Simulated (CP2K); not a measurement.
A self-consistent single point of TaC (Fm-3m, 2 atoms in the cell) with CP2K

Method: PBE, GPW, DZVP-MOLOPT-SR-GTH basis, GTH-PBE potentials (GTH_POTENTIALS) (CP2K).

Input:

```
&GLOBAL
  PROJECT scf
  RUN_TYPE ENERGY_FORCE
  PRINT_LEVEL LOW
&END GLOBAL
&FORCE_EVAL
  METHOD Quickstep
  STRESS_TENSOR ANALYTICAL
  &DFT
    BASIS_SET_FILE_NAME BASIS_MOLOPT
    POTENTIAL_FILE_NAME GTH_POTENTIALS
    &QS
      METHOD GPW
      EPS_DEFAULT 1E-10
    &END QS
    &MGRID
      CUTOFF 500
      REL_CUTOFF 50
      NGRIDS 5
    &END MGRID
    &SCF
      SCF_GUESS ATOMIC
      EPS_SCF 1E-6
      MAX_SCF 100
      ADDED_MOS 4
      &DIAGONALIZATION
        ALGORITHM STANDARD
      &END DIAGONALIZATION
      &MIXING
        METHOD BROYDEN_MIXING
        ALPHA 0.2
        NBUFFER 10
        BETA 1
      &END MIXING
      &SMEAR ON
        METHOD GAUSSIAN
        SIGMA [eV] 0.05
      &END SMEAR
    &END SCF
    &KPOINTS
      SCHEME MONKHORST-PACK 7 7 7
    &END KPOINTS
    &XC
      &XC_FUNCTIONAL PBE
      &END XC_FUNCTIONAL
    &END XC
    &PRINT
      &MO
        EIGENVALUES T
        OCCUPATION_NUMBERS T
        NDIGITS 8
        FILENAME mo
        &EACH
          QS_SCF 0
        &END EACH
        ADD_LAST NUMERIC
      &END MO
      &MULLIKEN OFF
      &END MULLIKEN
    &END PRINT
  &END DFT
  &SUBSYS
    &CELL
      A 3.16331900 0.00000000 0.00000000
      B 1.58165900 2.73951400 0.00000000
      C 1.58165900 0.91317100 2.58283900
      PERIODIC XYZ
    &END CELL
    &COORD
      SCALED
      Ta       0.00000000     0.00000000     0.00000000
      C        0.50000000     0.50000000     0.50000000
    &END COORD
    &KIND Ta
      BASIS_SET DZVP-MOLOPT-SR-GTH
      POTENTIAL GTH-PBE-q13
    &END KIND
    &KIND C
      BASIS_SET DZVP-MOLOPT-SR-GTH
      POTENTIAL GTH-PBE-q4
    &END KIND
  &END SUBSYS
  &PRINT
    &FORCES ON
    &END FORCES
    &STRESS_TENSOR ON
    &END STRESS_TENSOR
  &END PRINT
&END FORCE_EVAL
```

Output (repeated stretches shortened):

```
 GLOBAL| Method name                                                        CP2K
 GLOBAL| Project name                                                        scf
 GLOBAL| Run type                                                   ENERGY_FORCE

 TOTAL NUMBERS AND MAXIMUM NUMBERS

  Total number of            - Atomic kinds:                                   2
                             - Atoms:                                          2
                             - Shell sets:                                     2
                             - Shells:                                        13
                             - Primitive Cartesian functions:                 11
                             - Cartesian basis functions:                     45
                             - Spherical basis functions:                     39

  Maximum angular momentum of- Orbital basis functions:                        3
                             - Local part of the GTH pseudopotential:          2
                             - Non-local part of the GTH pseudopotential:      4

 SCF PARAMETERS         Density guess:                                    ATOMIC
                        max_scf:                                             100
                        max_diis:                                              4
                        eps_scf:                                        1.00E-06
                        eps_diis:                                       1.00E-01
                        eps_eigval:                                     1.00E-05
                        level_shift [a.u.]:                             0.000000
                        added MOs                                         4    0
                        Mixing method:                            BROYDEN_MIXING
                                                charge density mixing in g-space
                        Smear method:                                   GAUSSIAN
                        Smearing width (sigma) [a.u.]:                  1.84E-03
                        Accuracy threshold:                             1.00E-10
                        No outer SCF

 Extrapolation method: initial_guess

 Number of electrons:                                                         17
 Number of occupied orbitals:                                                  9
 Number of molecular orbitals:                                                13

 Number of orbital functions:                                                 39
 Number of independent orbital functions:                                     39

 SCF WAVEFUNCTION OPTIMIZATION

  Step     Update method      Time    Convergence         Total energy    Change
     1 NoMix/Diag. 0.20E+00      -     1.25284207       -64.4497780363 -6.44E+01
     2 Broy./Diag. 0.20E+00      -     0.08385754       -64.3492012556  1.01E-01
     3 Broy./Diag. 0.20E+00      -     0.10873481       -64.2513909752  9.78E-02
     4 Broy./Diag. 0.20E+00      -     0.01466723       -64.0798774179  1.72E-01
     5 Broy./Diag. 0.20E+00      -     0.01176974       -63.9800705386  9.98E-02
     6 Broy./Diag. 0.20E+00      -     0.00155124       -63.9652678291  1.48E-02
     7 Broy./Diag. 0.20E+00      -     0.00219242       -63.9748670312 -9.60E-03
     8 Broy./Diag. 0.20E+00      -     0.00001922       -63.9783450236 -3.48E-03
     9 Broy./Diag. 0.20E+00      -     0.00003846       -63.9782389096  1.06E-04
    10 Broy./Diag. 0.20E+00      -     0.00000129       -63.9782194037  1.95E-05
    11 Broy./Diag. 0.20E+00      -     0.00000257       -63.9782105267  8.88E-06
    12 Broy./Diag. 0.20E+00      -     0.00000005       -63.9782133384 -2.81E-06

  *** SCF run converged in    12 steps ***

  Electronic density on regular grids:        -16.9999999999        0.0000000001
  Core density on regular grids:               16.9999999982       -0.0000000018
  Total charge density on r-space grids:       -0.0000000017
  Total charge density g-space grids:          -0.0000000017

  Overlap energy of the core charge distribution:               0.00000000438679
  Self energy of the core charge distribution:               -100.01504394455685
  Core Hamiltonian energy:                                     22.67391050037699
  Hartree energy:                                              22.00648335979871
  Exchange-correlation energy:                                 -8.64349320808872
  Smearing free energy correction:                             -0.00007005036626
  Fermi energy:                                                 0.54055243913842

  Total energy:                                               -63.97821333844934
  Total energy (extrapolated to sigma->0):                    -63.97817831326621

 ENERGY| Total FORCE_EVAL ( QS ) energy [hartree]            -63.978213397605337

 FORCES| Atomic forces [hartree/bohr]
 FORCES|   Atom     x               y               z               |f|
 FORCES|      1  4.42890297E-14  1.21822129E-14  1.44158643E-13   1.51299830E-13
 FORCES|      2  1.11323599E-15 -2.43513223E-15 -3.97923975E-15   4.79619769E-15
 FORCES| Sum     4.54022657E-14  9.74708068E-15  1.40179403E-13
 FORCES| Total atomic force                                       1.47670702E-13

 STRESS| Analytical stress tensor [bar]
 STRESS|                        x                   y                   z
 STRESS|      x       -4.07139595312E+04  -2.11288378364E-01  -1.49401679726E-01
 STRESS|      y       -2.11288378364E-01  -4.07121687677E+04   3.74660336159E-01
 STRESS|      z       -1.49401679726E-01   3.74660336159E-01  -4.07127913554E+04
 STRESS| 1/3 Trace                                            -4.07129732181E+04
```

The run converged in 12 iterations.

The starting cell comes from a database of computed structures (which also holds hypothetical and non-ambient phases and stackings), without a prior relaxation at this level. Its lattice was rescaled by a random factor within 2.5 % of one. Spin polarisation is off. Values carry the incompleteness of an atom-centred basis. With a pressure of about -4 GPa the cell is away from its equilibrium volume at this level.

Cost on one core of a shared machine: roughly 2 min.
